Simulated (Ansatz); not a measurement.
## Sr: pressure 3 GPa

The reference is Sr in the fcc (Cu type) structure (space group Fm-3m, No. 225; a = 6.1002 Å).

One thing is altered: cell and atoms relaxed at a pressure of 3 GPa.

Computed with Ansatz (a program for electronic structure) r2SCAN, no spin-orbit coupling, earlier PAW set. Settings: 13×13×13 k-points, 0.05 eV Fermi–Dirac smearing.

* **Volume per atom**: 46.78 Å³ (base 56.75 Å³)
* **Lattice parameter a**: 572.0 pm (base 610.0 pm)
* **Shortest interatomic distance**: 404.4 pm (base 431.3 pm)
* **Enthalpy H = E + PV relative to the base's energy**: +0.96 eV/atom
* **Band gap**: zero (base zero)

Final structure:

```
Sr
1.0
    0.00000     2.85986     2.85986
    2.85986     0.00000     2.85986
    2.85986     2.85986     0.00000
Sr
1
Direct
  0.00000   0.00000   0.00000
```

Cost of the whole job for the changed cell (relaxation, final SCF and bands): roughly 30 core-seconds.

Load acts through the strain it causes; cell and atoms are relaxed under it. Stability against distortions was not tested. Gaps under 0.05 eV, about the width of the smearing, are given as zero.
